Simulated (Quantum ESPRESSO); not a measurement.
Input and output of a self-consistent single point for ZrC (Fm-3m, 2 atoms in the cell) (Quantum ESPRESSO).

Method of the run: PBE, PSlibrary PAW (PBE) pseudopotentials (plane waves; Quantum ESPRESSO 7.5).

```
ZrC
1.0
   -2.31213     0.00000     2.31213
    0.00000     2.31213     2.31213
   -2.31213     2.31213     0.00000
Zr C
1 1
Direct
  0.00000   0.00000   0.00000
  0.50000   0.50000   0.50000
```

Reference input (self-consistent single point, DFT, PBE, plane waves, PseudoDojo standard norm-conserving (PBE) pseudopotentials): ecutwfc = 85 Ry; occupations = smearing; smearing = fermi-dirac; degauss = 0.0073499 Ry; potentials = {Zr: Zr.upf, C: C.upf}; K_POINTS = automatic 10 10 10 0 0 0; conv_thr = 1e-10 Ry; mixing_beta = 0.3. This run's input differs from it in these lines:

```diff
@@ -12,3 +12,4 @@
     ntyp = 2
-    ecutwfc = 85
+    ecutwfc = 55
+    ecutrho = 440
     occupations = 'smearing'
@@ -22,4 +23,4 @@
 ATOMIC_SPECIES
-Zr    91.2240  Zr.upf
-C     12.0110  C.upf
+Zr    91.2240  Zr.pbe-spn-kjpaw_psl.1.0.0.UPF
+C     12.0110  C.pbe-n-kjpaw_psl.1.0.0.UPF
 ATOMIC_POSITIONS crystal
```

Output, abridged:

```
     Self-consistent Calculation

     iteration #  1     ecut=    55.00 Ry     beta= 0.30

     total energy              =    -325.66075341 Ry
     estimated scf accuracy    <       0.59784310 Ry

     iteration #  2     ecut=    55.00 Ry     beta= 0.30

     total energy              =    -325.77352670 Ry
     estimated scf accuracy    <       0.00512071 Ry

     iteration #  3     ecut=    55.00 Ry     beta= 0.30

     total energy              =    -325.77564330 Ry
     estimated scf accuracy    <       0.00474204 Ry

   [... 19 blocks of this kind left out ...]

     iteration # 23     ecut=    55.00 Ry     beta= 0.30

     total energy              =    -325.77688192 Ry
     estimated scf accuracy    <          1.2E-10 Ry

     iteration # 24     ecut=    55.00 Ry     beta= 0.30
     End of self-consistent calculation

     the Fermi energy is    15.8351 ev

!    total energy              =    -325.77688192 Ry
     estimated scf accuracy    <          1.5E-11 Ry
     smearing contrib. (-TS)   =      -0.00079300 Ry
     internal energy E=F+TS    =    -325.77608893 Ry

     convergence has been achieved in  24 iterations

     Forces acting on atoms (cartesian axes, Ry/au):

     atom    1 type  1   force =    -0.00000000    0.00000000   -0.00000000
     atom    2 type  2   force =     0.00000000    0.00000000    0.00000000

     Total force =     0.000000     Total SCF correction =     0.000000

          total   stress  (Ry/bohr**3)                   (kbar)     P=      134.91
   0.00091711  -0.00000000  -0.00000000          134.91       -0.00       -0.00
  -0.00000000   0.00091711   0.00000000           -0.00      134.91        0.00
  -0.00000000   0.00000000   0.00091711           -0.00        0.00      134.91

   JOB DONE.
```

The run converged in 24 iterations. Against the reference run the pressure goes from 13.64 to 13.49 GPa.

The starting cell comes from a database of computed structures (which also holds hypothetical and non-ambient phases and stackings), without a prior relaxation at this level. Its lattice was rescaled by a random factor within 2.5 % of one. With a pressure of about 13 GPa the cell is away from its equilibrium volume at this level.

Cost on one core of a shared machine: roughly 90 s.
